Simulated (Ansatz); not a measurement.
Consider the following.

```yaml
crystal:
  lattice:
    - [0.00000, 5.36867, 5.36867]
    - [5.36867, 0.00000, 5.36867]
    - [5.36867, 5.36867, 0.00000]
  atoms:
    - { symbol: La, position: [0.12500, 0.12500, 0.62500] }
    - { symbol: La, position: [0.12500, 0.62500, 0.12500] }
    - { symbol: La, position: [0.12500, 0.12500, 0.12500] }
    - { symbol: La, position: [0.62500, 0.12500, 0.12500] }
    - { symbol: Zr, position: [0.62500, 0.62500, 0.12500] }
    - { symbol: Zr, position: [0.62500, 0.12500, 0.62500] }
    - { symbol: Zr, position: [0.62500, 0.62500, 0.62500] }
    - { symbol: Zr, position: [0.12500, 0.62500, 0.62500] }
    - { symbol: O, position: [0.25000, 0.25000, 0.25000] }
    - { symbol: O, position: [0.00000, 0.00000, 0.00000] }
    - { symbol: O, position: [0.54215, 0.95785, 0.54215] }
    - { symbol: O, position: [0.29215, 0.70785, 0.70785] }
    - { symbol: O, position: [0.95785, 0.54215, 0.95785] }
    - { symbol: O, position: [0.70785, 0.29215, 0.29215] }
    - { symbol: O, position: [0.54215, 0.54215, 0.95785] }
    - { symbol: O, position: [0.70785, 0.29215, 0.70785] }
    - { symbol: O, position: [0.95785, 0.95785, 0.54215] }
    - { symbol: O, position: [0.29215, 0.70785, 0.29215] }
    - { symbol: O, position: [0.95785, 0.54215, 0.54215] }
    - { symbol: O, position: [0.70785, 0.70785, 0.29215] }
    - { symbol: O, position: [0.54215, 0.95785, 0.95785] }
    - { symbol: O, position: [0.29215, 0.29215, 0.70785] }
```

Computed with PBEsol, rigid bands (plane waves, PAW, scalar-relativistic; Ansatz, a first-principles code). Cell: cell and atoms relaxed with PBEsol.

Predict the hole conductivity mass (n e² τ/σ) at 300 K, by direction if it differs.

1.75 mₑ.

What conductivity effective mass do dilute electrons have at 300 K?

1.19 mₑ.

And the band gap?

3.89 eV at this level; semilocal functionals usually fall short of the measured gap.

Rigid bands, one relaxation time for all states, no polarons. Spin-orbit coupling is left out; where it splits the top of the valence band it changes the hole mass and lowers the gap by about a third of the splitting.

Formula and space group known from diffraction (Crystallography Open Database), not checked to be the room-temperature form: La2Zr2O7 (Fd-3m).
